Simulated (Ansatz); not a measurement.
Functionals compared on SiH3 on the 1x1 (0001) surface of hcp Co, ferromagnetic, one in a 2x2 cell, started at the site 'bridge Co-Co (span 2.5 Å)', in Ansatz (plane waves, PAW). The structure was relaxed with PBE; the other rows are single points on it, each with its references at the same level. Cutoff 420 eV.

Set-up: 20 atoms, 6.0 Å thick at the start under the adsorbate (thin: gaps and levels are the slab's own); mesh 7x7x1; 0.1 eV smearing; dipole correction on; 8 atoms held, the rest relaxed; no symmetry held; spin-polarised, no spin-orbit, no U, no dispersion correction. At the end it is bonded to 3 Co. In PBE it is, or lies within 0.03 eV of, the lowest of the starts that converged. These notes are the PBE run's. Adsorption energies are against SiH4(g) − ½ H2(g). A negative adsorption energy means that the adsorbate is more stable on the surface than in its reference.

| functional | adsorption energy (eV) | work function of the top face (eV) | change of the work function (eV) | magnetic moment of the cell (μB) | rough cost of the single point |
|---|---|---|---|---|---|
| PBE | -1.23 | 4.13 | -0.84 | 25.73 | – |
| RPBE | ___ | ___ | ___ | 25.99 | about 16 core-minutes (a rough figure) |

Problem. Complete the blanks.

Solution. 
- RPBE, adsorption energy (eV): -0.71
- RPBE, work function of the top face (eV): 4.07
- RPBE, change of the work function (eV): -0.74

Ansatz is a first-principles code.
